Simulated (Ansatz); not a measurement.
Defect migration in polar orthorhombic HfO2: Cl-vacancy pair (Cl on one host O site, one O site vacant), charge state +3. These are PBE, PAW (plane waves to 420 eV; Ansatz, a quantum-chemistry and plane-wave program) values and carry that method's errors.

Settings: 96 host sites, the relaxed PBE lattice, the Γ point alone, smearing 0.01 eV, spin-restricted, no image-charge correction. Energies are static. Spin-orbit coupling is left out. The host's phase is taken as given; its stability against other phases was not computed. The charge state is imposed; whether it is stable for some Fermi level was not computed. Forms of the defect that were not tried may lie lower.

Barriers: single points on a 2×2×2 k-point mesh shifted by half a step at the bands' geometries.

Relaxed starting cell (atoms counted from 1):

```xyz
95
Lattice="10.5877 0.0000 0.0000 0.0000 10.1382 0.0000 0.0000 0.0000 10.2024" Properties=species:S:1:pos:R:3 pbc="T T T"
Hf     2.3106     3.9667     1.7522
Hf     2.7969     3.7126     6.4072
Hf     2.8169     8.7787     1.3071
Hf     2.8053     8.7772     6.4390
Hf     8.1602     3.7964     1.3717
Hf     8.1450     3.7365     6.4091
Hf     8.1779     8.8269     1.3200
Hf     8.1034     8.8046     6.4365
Hf     5.1430     3.7074     3.8492
Hf     5.2385     3.6929     8.6490
Hf     5.1172     8.7875     3.9209
Hf     5.1258     8.7957     8.9349
Hf    10.3735     3.6675     3.9220
Hf    10.4166     3.7217     8.9880
Hf    10.3989     8.7816     3.9010
Hf    10.4013     8.7529     8.9510
Hf     2.4752     1.2750     3.9031
Hf     2.3374     1.2496     8.9327
Hf     2.4887     6.4867     3.9325
Hf     2.5003     6.4166     8.9315
Hf     7.7797     1.3626     3.8607
Hf     7.7368     1.3270     8.9900
Hf     7.7866     6.4291     3.9124
Hf     7.7971     6.4323     8.9527
Hf     0.1459     1.3151     1.3451
Hf     0.1441     1.3686     6.4199
Hf     0.1734     6.4977     1.2678
Hf     0.1674     6.4122     6.4448
Hf     5.4933     1.2702     1.4332
Hf     5.4810     1.3094     6.3714
Hf     5.6000     6.6443     1.3854
Hf     5.4804     6.4178     6.4035
Cl     4.5153     4.4739     0.6980
O      4.6358     4.6514     5.7718
O      4.5336     9.8888     0.5112
O      4.5572     9.7789     5.6873
O      9.8856     4.7526     0.5941
O      9.8824     4.7368     5.6657
O      9.8947     9.7938     0.5621
O      9.8713     9.7959     5.7059
O      3.3744     4.7410     3.3287
O      3.3982     4.7166     8.2080
O      3.3772     9.7753     3.1248
O      3.3345     9.7554     8.2437
O      8.7056     4.7490     3.1474
O      8.6715     4.7303     8.2273
O      8.6639     9.7976     3.1394
O      8.6538     9.7894     8.2652
O      0.7271     0.2599     3.1041
O      0.7063     0.3305     8.2292
O      0.8903     5.1827     2.9100
O      0.7316     5.4068     8.2371
O      6.0077     0.3573     3.1989
O      6.0309     0.3037     8.1648
O      6.0304     5.4386     3.1508
O      6.0660     5.4298     8.1931
O      1.9607     0.3865     0.5869
O      1.9220     0.3245     5.7022
O      1.9079     5.4975     0.5204
O      1.9212     5.4050     5.6798
O      7.2619     0.3687     0.6454
O      7.2240     0.3414     5.6657
O      7.1734     5.4110     0.5661
O      7.2463     5.4123     5.6816
O      1.2693     2.5908     2.7367
O      1.4094     2.7219     7.7290
O      1.4386     7.7358     2.5893
O      1.4175     7.7868     7.6878
O      6.7043     2.7463     2.5363
O      6.7463     2.7048     7.6089
O      6.7516     7.8481     2.6091
O      6.7271     7.7800     7.6947
O      1.2698     2.7397     0.1236
O      1.2178     2.7229     5.1940
O      1.2572     7.8647     0.0268
O      1.2115     7.7689     5.1431
O      6.1751     2.5218    -0.1192
O      6.5291     2.7203     5.0951
O      6.5845     7.8891     0.0438
O      6.5138     7.7927     5.1459
O      3.8811     2.3208     5.1196
O      3.9351     7.4025     0.0673
O      3.8742     7.4038     5.1606
O      9.0812     2.3995     0.0595
O      9.1653     2.3339     5.1548
O      9.1964     7.4072     0.0445
O      9.1503     7.4197     5.1752
O      3.9265     2.3545     2.4282
O      4.0362     2.2464     7.7911
O      4.0968     7.4274     2.6151
O      4.0880     7.4043     7.6906
O      9.3308     2.3372     2.6082
O      9.3702     2.3398     7.7143
O      9.3976     7.3954     2.6163
O      9.3624     7.4017     7.7065
```
Cell charge +3.

End state 1 differs by these moves (Å; atoms that move under 0.08 Å are left out):

```tsv
atom	element	Δx	Δy	Δz
5	Hf	-0.09	-0.06	-0.07
10	Hf	0.13	0.02	0.03
33	Cl	-0.71	-1.55	-0.51
34	O	-0.05	0.08	-0.09
35	O	0.02	-0.05	0.06
37	O	-0.10	0.04	-0.03
41	O	0.11	0.13	-0.24
42	O	0.10	0.07	0.00
55	O	0.01	-0.04	-0.08
56	O	0.02	0.03	-0.07
63	O	-0.24	-0.10	-0.10
73	O	-0.20	-0.03	0.04
77	O	0.27	0.17	0.09
81	O	-0.04	0.05	0.09
82	O	0.01	-0.09	0.03
88	O	0.07	-0.03	0.28
89	O	0.10	0.08	-0.07
```

Problem. Give the forward and backward barriers to end state 1 at the level PBE, PAW.

Solution. forward 0.77 eV, backward 0.097 eV; at the saddle point atom 33 has neighbours Hf at 2.42, Hf at 2.44, Hf at 2.69, Hf at 3.12; O at 2.59, O at 2.60, O at 2.91, O at 2.97, O at 3.00, O at 3.08, O at 3.10 Å. The saddle point's order was not checked.
